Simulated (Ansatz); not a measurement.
Data:

```
CELL_PARAMETERS angstrom
      0.02901     3.37356     3.37356
      3.37356     0.02901     3.37356
      3.40258     3.40258     0.00000
ATOMIC_POSITIONS crystal
  Mg 0.24834 0.24834 0.25166
  Mg 0.75166 0.75166 0.74834
  Sn 0.00000 0.00000 0.00000
```

No spin polarisation.

Method: PBEsol (Ansatz, a quantum-chemistry and plane-wave program; PAW; 420 eV plane waves; without spin-orbit coupling). Γ-centred 15×15×15 mesh, Fermi–Dirac width 0.1 eV.

Q: Predict the stress and band gap.

A: Stress (xx, yy, zz, yz, xz, xy; compression positive): (0.0, 0.0, 0.0, 0.0, 0.0, -0.5) GPa
Band gap: zero

The cells carry an imposed strain or load. Whether these cells are dynamically stable was not tested. The cell was made from Mg2Sn (space group Fm-3m, No. 225) by this change: tensor shear ε_xy = +0.86 %.
